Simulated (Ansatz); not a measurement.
An Ansatz (a quantum-chemistry and plane-wave program) input (Ansatz PBE-D3(BJ), scalar-relativistic without spin-orbit coupling, earlier PAW set):

Ansatz 0.2 input:
```yaml
crystal:
  lattice:
    - [3.988151299, 0, 0]
    - [-1.9940756495, 3.4538403391, 0]
    - [0, 0, 11.4127366118]
  atoms:
    - { symbol: Pb, position: [0.3333333333, 0.6666666667, 0.25] }
    - { symbol: Pb, position: [0.6666666667, 0.3333333333, 0.75] }
    - { symbol: Se, position: [0.3333333333, 0.6666666667, 0.5892180216] }
    - { symbol: Se, position: [0.6666666667, 0.3333333333, 0.0892180216] }
    - { symbol: Se, position: [0.6666666667, 0.3333333333, 0.4107819784] }
    - { symbol: Se, position: [0.3333333333, 0.6666666667, 0.9107819784] }
basis: { ecutwfc: 420, ecutrho_ratio: 4, xc_grid: 2, fft_grid_basis: typed }
kpoints: { mp_grid: { grid: [13, 13, 4] } }
hamiltonian:
  xc: pbe
  dispersion: d3bj
  pseudopotentials: { azcp: { folder: ./paw }, kind: paw }
scf: { occupations: { method: fermi_dirac, width: 0.05 }, convergence: { dr2_threshold: 0.0000000006 } }
output: { forces: true, stress: true }
checkpoint: { write: state.ck, write_every: 1000 }
```

Q: Which symmetry and how many k-points will the program report, and about how many plane waves at Γ?

A: Space group P63/mmc (ITA 194) with 24 operations, k-points 63 of 676, and 3087 plane waves at Γ.

No phonon test of stability was made. The final runs are not spin-polarised. The cell was made from SnSe2 by this change: Sn → Pb; the result is a hypothetical phase, not in the database extracts checked.
